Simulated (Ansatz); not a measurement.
ZnSe (model structure, started from the BeO type, P4₂/mnm, No. 136, 8 atoms in the cell), treated with PBEsol+SOC (PAW; Ansatz, a program for electronic structure).

Settings: plane-wave cutoff 520 eV, 6×6×8 k mesh (along the axes of the cell as run), Fermi–Dirac smearing 0.01 eV, PAW data made under PBE.

Cell (relaxed with PBEsol):

```cif
data_Se4Zn4
_chemical_formula_sum 'Zn4 Se4'
_space_group_name_H-M_alt 'P 1'
_space_group_IT_number 1
_cell_length_a 6.86017
_cell_length_b 6.86017
_cell_length_c 4.00145
_cell_angle_alpha 90.000
_cell_angle_beta 90.000
_cell_angle_gamma 90.000
loop_
_space_group_symop_operation_xyz
  'x, y, z'
loop_
_atom_site_label
_atom_site_type_symbol
_atom_site_fract_x
_atom_site_fract_y
_atom_site_fract_z
_atom_site_occupancy
Zn1 Zn 0.32592 0.67408 0.00000 1
Zn2 Zn 0.67408 0.32592 0.00000 1
Zn3 Zn 0.82592 0.82592 0.50000 1
Zn4 Zn 0.17408 0.17408 0.50000 1
Se1 Se 0.31384 0.31384 0.00000 1
Se2 Se 0.68616 0.68616 0.00000 1
Se3 Se 0.18616 0.81384 0.50000 1
Se4 Se 0.81384 0.18616 0.50000 1
```

**Question.** Give the computed band gap.

**Answer.** 
- band gap: 1.26 eV (direct)

Note: the relaxation could raise the start's symmetry but not lower it, so the cell can be a saddle point.

Cost on a shared machine: very roughly 5 core-minutes.

A model structure was made by putting elements into a prototype or built by hand; it is no filed structure, need not be a known phase, and can be a saddle point held by its symmetry.
